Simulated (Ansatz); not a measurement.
The starting structures come from a database of crystals and need not be the phases stable at ambient conditions.

 Where the default PAW files enter, the runs use the earlier of Ansatz's two default sets.

```
CELL_PARAMETERS angstrom
      3.88603     0.00000     0.00000
      1.94301     6.52792     0.00000
      1.94302     0.57833     3.31534
ATOMIC_POSITIONS crystal
  Ga 0.43537 0.69389 0.43537
  Ga 0.56463 0.30611 0.56463
  P  0.05739 0.82784 0.05739
  P  0.94261 0.17216 0.94261
```

Space group of this cell: R-3m. The cell is taken as given; by r2SCAN its mean pressure is -2.3 GPa.

Calculation: r2SCAN (plane waves, PAW; Ansatz, a quantum-chemistry and plane-wave program).

The current runs along the normal of the first two printed vectors; no spin-orbit coupling. Scaled by the factor s: both lengths across the current (ions clamped). Meshes 10×10×10 and 8×6 across the current in all rows.

```csv
s,mean pressure (GPa),band gap (eV)
0.98,0.9,?
1.00,-2.3,1.07
1.02,-4.9,0.94
```

### Question
Take the slope of the band gap against ln s from the two given rows, extrapolate to s = 0.98, and say what the run there gives.

### Answer
Slope = (0.94 − 1.07) / ln 1.02 = -6.56 eV. The line gives 1.07 + (-6.56) × ln 0.98 = 1.20 eV. The run gives 1.06 eV, 0.14 eV under the line, 108 % of the predicted step.
